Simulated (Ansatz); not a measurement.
# Si3N4 (P6₃/m, No. 176)

Level of theory: r²SCAN (PAW; Ansatz, a first-principles code).

Settings: plane-wave cutoff 500 eV, 6×6×14 k mesh (along the axes of the cell as run), Fermi–Dirac smearing 0.05 eV, scalar-relativistic PAW data made under PBE.

Cell (relaxed at this level):

```
N4Si3
1.0
    7.60570     0.00000     0.00000
   -3.80285     6.58673     0.00000
    0.00000     0.00000     2.90569
Si N
6 8
Direct
  0.23063   0.82458   0.75000
  0.76937   0.17542   0.25000
  0.40604   0.23063   0.25000
  0.59396   0.76937   0.75000
  0.17542   0.40604   0.75000
  0.82458   0.59396   0.25000
  0.33333   0.66667   0.75000
  0.66667   0.33333   0.25000
  0.96874   0.66968   0.75000
  0.03126   0.33032   0.25000
  0.29906   0.96874   0.25000
  0.70094   0.03126   0.75000
  0.33032   0.29906   0.75000
  0.66968   0.70094   0.25000
```

| Quantity | Value |
|---|---|
| band gap | 5.00 eV (on the SCF k mesh) |

Computed values are for the static lattice.

Computing time: very roughly 100 core-seconds.
